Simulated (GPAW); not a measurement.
A self-consistent single point of SiC (P6_3mc, 4 atoms in the cell) with GPAW.

Method of the run: LDA (Perdew-Wang 92), GPAW PAW datasets LDA (gpaw-data 1.0.1) (plane waves; GPAW).

```
CELL_PARAMETERS angstrom
      3.02065     0.00000     0.00000
     -1.51032     2.61596     0.00000
      0.00000     0.00000     4.95847
ATOMIC_POSITIONS crystal
  Si 0.33333 0.66667 0.49960
  Si 0.66667 0.33333 0.99960
  C  0.33333 0.66667 0.87540
  C  0.66667 0.33333 0.37540
```

Reference input (self-consistent single point, DFT PBE, plane waves, GPAW PAW datasets PBE (gpaw-data 1.0.1)): mode = pw; ecut = 950 eV; xc = PBE; kpts = 13 13 7; mesh shift (steps) = 0 0 0; occupations.name = fixed-uniform; nbands = -6; convergence.forces = 0.001 eV/Å; convergence.bands = -4; symmetry.symmorphic = false; symmetry.tolerance = 0.0005; maxiter = 100. This run's input differs from it in these lines:

```diff
@@ -15,3 +15,3 @@
 calc = GPAW(mode=PW(950),
-            xc='PBE',
+            xc='LDA',
             kpts=(13, 13, 7),
```

Its files differ too (potentials: GPAW PAW datasets LDA (gpaw-data 1.0.1)).

Log, with long lists cut:

```
     iter     time        total  log10-change:
                         energy   eigst   dens  force
iter:   1 --:--:--   -37.014809   +0.54
iter:   2 --:--:--   -36.166953   -0.51  -0.55
iter:   3 --:--:--   -33.221574   -0.14  -0.60
iter:   4 --:--:--   -33.209036   -1.15  -1.09
iter:   5 --:--:--   -33.197159   -1.21  -1.24
iter:   6 --:--:--   -33.172488   -2.30  -1.62
iter:   7 --:--:--   -33.195174   -1.75  -1.73
iter:   8 --:--:--   -33.159510   -1.99  -1.66
iter:   9 --:--:--   -33.159609   -3.95  -2.75
iter:  10 --:--:--   -33.159561c  -5.18  -2.64
iter:  11 --:--:--   -33.159281c  -4.59  -2.67
iter:  12 --:--:--   -33.159314c  -6.26  -2.98
iter:  13 --:--:--   -33.159392c  -5.46  -2.92
iter:  14 --:--:--   -33.159189c  -4.10  -2.81
iter:  15 --:--:--   -33.159191c  -6.49  -3.80
iter:  16 --:--:--   -33.159189c  -6.36  -3.84
iter:  17 --:--:--   -33.159189c  -7.64c -3.92
iter:  18 --:--:--   -33.159189c  -6.80  -4.02c
iter:  19 --:--:--   -33.159189c  -7.90c -4.05c
iter:  20 --:--:--   -33.159189c  -8.09c -4.21c -3.35c
Converged after 20 iterations.

Dipole moment: (-0.000000, 0.000000, 1.609857) |e|*Ang

Energy contributions relative to reference atoms: (reference = -17755.031442)

Kinetic:        +44.570236
Potential:      -36.611679
External:        +0.000000
XC:             -41.072636
Entropy (-ST):   +0.000000
Local:           -0.045110
SIC:             +0.000000
--------------------------
Free energy:    -33.159189
Extrapolated:   -33.159189

Showing only first 2 kpts
 Kpt  Band  Eigenvalues  Occupancy
  0     6      8.79826    2.00000
  0     7      8.79829    2.00000
  0     8     14.03686    0.00000
  0     9     15.60985    0.00000

  1     6      8.72095    2.00000
  1     7      8.72098    2.00000
  1     8     14.12863    0.00000
  1     9     15.71055    0.00000

Fermi level: 9.87862

Gap: 2.161 eV
Transition (v -> c):
   [... lines left out ...]
Direct gap: 4.005 eV
   [... lines left out ...]
Energy (eV): -33.159189

Forces in eV/Ang:
  0 Si    0.00000    0.00000    0.01344
  1 Si    0.00000    0.00000    0.01344
  2 C     0.00000   -0.00000   -0.01135
  3 C     0.00000    0.00000   -0.01135

Stress tensor:
    -0.064056     0.000000     0.000000
    -0.000000    -0.064056    -0.000000
     0.000000     0.000000    -0.061947
Stress (GPa, Voigt): [-10.2629 -10.2629  -9.9251  -0.       0.       0.    ]
```

The run converged in 20 iterations. GPAW prints stress with tension positive. Against the reference run the largest force goes from 0.020 to 0.013 eV/Å and the gap on the mesh goes from 2.264 to 2.161 eV.

At such cutoffs GPAW's stress carries a finite-basis (Pulay) error, which enters relaxed cells too; its log prints stress with tension positive.

The starting cell comes from a database of computed structures (which also holds hypothetical and non-ambient phases and stackings), without a prior relaxation at this level. Its lattice was rescaled by a random factor within 2.5 % of one.

Cost on one core of a shared machine: roughly 2 min.
